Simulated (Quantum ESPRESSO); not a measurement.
**Several settings converged on Sr (P-3m1, 2 atoms in the cell)**

```xyz
2
Lattice="4.2883 0.0000 0.0000 -2.1441 3.7138 0.0000 0.0000 0.0000 7.0234" Properties=species:S:1:pos:R:3 pbc="T T T"
Sr     0.0000     2.4758     1.8059
Sr     2.1442     1.2379     5.2676
```

Base method: LDA (PZ), GBRV 1.5 ultrasoft (LDA) pseudopotentials (plane waves; Quantum ESPRESSO 7.5).

Base settings: ecutwfc = 40 Ry; ecutrho = 200 Ry; occupations = smearing; smearing = gauss; degauss = 0.0073499 Ry; potentials = {Sr: sr_lda_v1.uspp.F.UPF}; K_POINTS = automatic 5 5 2 0 0 0; conv_thr = 1e-09 Ry; mixing_beta = 0.4.

The count of work is k-points × plane waves × bands × iterations; it is no time. Core times come from one kind of shared machine, to one figure; runs under 30 s give none.

**Shifted k-point meshes**

Only quantities that move along the ladder and can be compared are tabulated.

| K_POINTS | free energy less the last step's (meV/atom) | pressure (GPa) | largest difference of a force vector from the last step's (eV/Å) | count of work / last | core time / last (rough) |
|---|---|---|---|---|---|
| automatic 2 2 1 1 1 1 | -231.77 | -0.75 | 0.065 | 0.0026 | – |
| automatic 4 4 2 1 1 1 | -27.14 | -1.42 | 0.003 | 0.014 | – |
| automatic 5 5 3 1 1 1 | -2.43 | -1.50 | 0.004 | 0.035 | – |
| automatic 6 6 4 1 1 1 | -4.54 | -1.49 | 0.002 | 0.060 | – |
| automatic 8 8 4 1 1 1 | -1.24 | -1.49 | 0.001 | 0.10 | 0.2 |
| automatic 10 10 6 1 1 1 | -0.43 | -1.49 | 0.000 | 0.24 | 0.3 |
| automatic 13 13 7 1 1 1 | -0.16 | -1.48 | 0.000 | 0.46 | 0.5 |
| automatic 16 16 9 1 1 1 | -0.04 | -1.48 | 0.000 | 0.89 | 0.9 |
| automatic 17 17 9 1 1 1 | 0.00 | -1.48 | 0.000 | 1.0 | 1 |

Coarsest K_POINTS that holds the forces within 0.005 eV/Å of the last step, with all finer ones: automatic 4 4 2 1 1 1, at 0.014 of the last step's count of work; the step before is off by 0.065 eV/Å.

Coarsest K_POINTS that holds the pressure within 0.2 GPa of the last step, with all finer ones: automatic 4 4 2 1 1 1, at 0.014 of the last step's count of work; the step before is off by 0.73 GPa.

Coarsest K_POINTS that holds the free energy within 1 meV/atom of the last step, with all finer ones: automatic 10 10 6 1 1 1, at 0.24 of the last step's count of work and about 0.3 of the last step's time; the step before is off by 1.2 meV/atom.

**The width of Gaussian smearing**

In this ladder: K_POINTS = automatic 8 8 4 0 0 0.

Narrow widths need finer meshes than wide ones, so the last steps can hold mesh noise.

Only quantities that move along the ladder and can be compared are tabulated; pressure and forces are left out, as mesh noise rules them at narrow widths.

| degauss | free energy less the last step's (meV/atom) | energy extrapolated to zero width less the last step's (meV/atom) |
|---|---|---|
| 0.073499 Ry | -338.50 | -14.66 |
| 0.036749 Ry | -85.72 | 0.78 |
| 0.02205 Ry | -29.55 | 0.06 |
| 0.0147 Ry | -12.78 | -1.29 |
| 0.0073499 Ry | -3.19 | -1.04 |
| 0.0036749 Ry | 0.00 | 0.00 |

Widest degauss that holds the free energy within 5 meV/atom: not settled: the last two steps still differ by 3.2 meV/atom, over half the tolerance, so the ladder does not show it.

Widest degauss that holds the energy extrapolated to zero width within 2 meV/atom: not settled: the last two steps still differ by 1.0 meV/atom, over half the tolerance, so the ladder does not show it.

The extrapolation to zero width removes most of the smearing's effect on the energy.

**The mesh under tetrahedron occupations**

In this ladder: occupations = tetrahedra_opt; smearing = default; degauss = default.

Only quantities that move along the ladder and can be compared are tabulated.

```csv
K_POINTS,free energy less the last step's (meV/atom),pressure (GPa),largest difference of a force vector from the last step's (eV/Å),count of work / last,core time / last (rough)
automatic 4 4 2 0 0 0,21.86,-1.70,0.034,0.015,–
automatic 5 5 3 0 0 0,3.43,-1.54,0.010,0.023,–
automatic 6 6 3 0 0 0,24.74,-1.45,0.019,0.045,–
automatic 7 7 4 0 0 0,5.90,-1.53,0.000,0.049,–
automatic 9 9 5 0 0 0,5.35,-1.49,0.015,0.13,0.1
automatic 11 11 6 0 0 0,1.54,-1.49,0.005,0.15,0.1
automatic 13 13 7 0 0 0,1.58,-1.49,0.001,0.22,0.2
automatic 17 17 9 0 0 0,0.31,-1.48,0.001,0.46,0.3
automatic 21 21 11 0 0 0,0.00,-1.48,0.000,1.0,1
```

Coarsest K_POINTS that holds the pressure within 0.2 GPa of the last step, with all finer ones: automatic 5 5 3 0 0 0, at 0.023 of the last step's count of work; the step before is off by 0.23 GPa.

Coarsest K_POINTS that holds the free energy within 1 meV/atom of the last step, with all finer ones: automatic 17 17 9 0 0 0, at about 0.3 of the last step's time; the step before is off by 1.6 meV/atom.

Two neighbours can agree and both be off: automatic 7 7 4 0 0 0 and automatic 9 9 5 0 0 0 differ by 0.54 meV/atom in the free energy, yet lie about 5.4 meV/atom from the last step.

On the base run: the starting cell comes from a database of computed structures (which also holds hypothetical and non-ambient phases and stackings), without a prior relaxation at this level. Its lattice was rescaled by up to half a per cent. One atom was moved a little off its site on purpose. Without a gap this mesh is coarse (it stands for a supercell whose shortest vector is 14 Å).

Left out of this page: 2 runs of the series outside the window shown, repeating another row's setting, or not comparable.
